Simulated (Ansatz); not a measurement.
# ZrRu: thickness series

Consider ZrRu in the CsCl type structure (space group Pm-3m, No. 221; a = 3.232 Å). Axes: x, y, z lie along the cube axes.

Free-standing slabs (2 atom(s) a layer) normal to [110] with 15 Å of vacuum; in-plane cell held at bulk.

Calculations: PBEsol (Ansatz, a first-principles code), no SOC.

Notes on the quantities. excess energy per area of both faces: slab less bulk energy over the cell's area: twice a surface energy; uncertain by up to 0.2 J/m²; layer's space group: with vacuum.

| change | excess energy per area of both faces | layer's space group | thickness between the outermost nuclei |
|---|---|---|---|
| 1 layer | – | Pmmm (No. 47) | – |
| 2 layers | ? | Pmma (No. 51) | 2.28 Å |
| 3 layers | 4.8 J/m² | Pmmm (No. 47) | 4.60 Å |
| 4 layers | 4.7 J/m² | Pmma (No. 51) | 6.90 Å |
| 5 layers | 4.7 J/m² | Pmmm (No. 47) | 9.21 Å |
| 6 layers | 4.7 J/m² | Pmma (No. 51) | 11.50 Å |
| 7 layers | 4.6 J/m² | Pmmm (No. 47) | 13.79 Å |

Q: What belongs in the blanks?

A: 
- 2 layers, excess energy per area of both faces: 4.28 J/m²

The excess energy carries the mismatch between the slab's and the bulk's meshes. Stability against distortions was not tested. The final runs are not spin-polarised.
